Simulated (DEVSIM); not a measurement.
System: abrupt In0.53Ga0.47As p-n junction, at 350 K.

Layer 1 from the left is In0.53Ga0.47As, thickness (μm) 7.30, Na (cm⁻³) 3.5e15, τn (s) 1.7e-9, τp (s) 1.7e-9. Layer 2 from the left is In0.53Ga0.47As, thickness (μm) 16.0, Nd (cm⁻³) 1.1e15, τn (s) 1.7e-9, τp (s) 1.7e-9.

Left contact: ohmic. Right contact: ohmic. Voltage is applied to the left contact. Recombination: SRH at mid-gap, Auger. Mobility is μmin + (μ − μmin)/(1 + (N/Nref)^α).

This is a model device: material constants are rounded textbook-type values typed into the input, and sizes, dopings and lifetimes were drawn at random. Values at 300 K; Nc and Nv go as T^1.5, mobilities as T to minus their exponent, the gap by Varshni's rule with the affinity fixed.

In0.53Ga0.47As: gap (eV) 0.74, affinity (eV) 4.51, permittivity 13.9, Nc (cm⁻³) 2.1e17, Nv (cm⁻³) 7.7e18, μn (cm²/Vs) 12000, μp (cm²/Vs) 300, μn,min 300, μp,min 10, Nref,n 1.3e17, Nref,p 4.9e17, αn 0.48, αp 0.4, T exponent of μn 1.6, T exponent of μp 1.6, Cn (cm⁶/s) 5e-29, Cp (cm⁶/s) 5e-29, Varshni α (eV/K) 0.00035, Varshni β (K) 190.

Model (solved in DEVSIM): 1D drift-diffusion, Boltzmann statistics, complete ionisation; no tunnelling, impact ionisation, image-force lowering or self-heating.

What does the simulation give for the largest field in the device at zero bias, the dark forward voltage at 1 A/cm²?

largest field in the device at zero bias 7600 V/cm; dark forward voltage at 1 A/cm² 0.175 V.
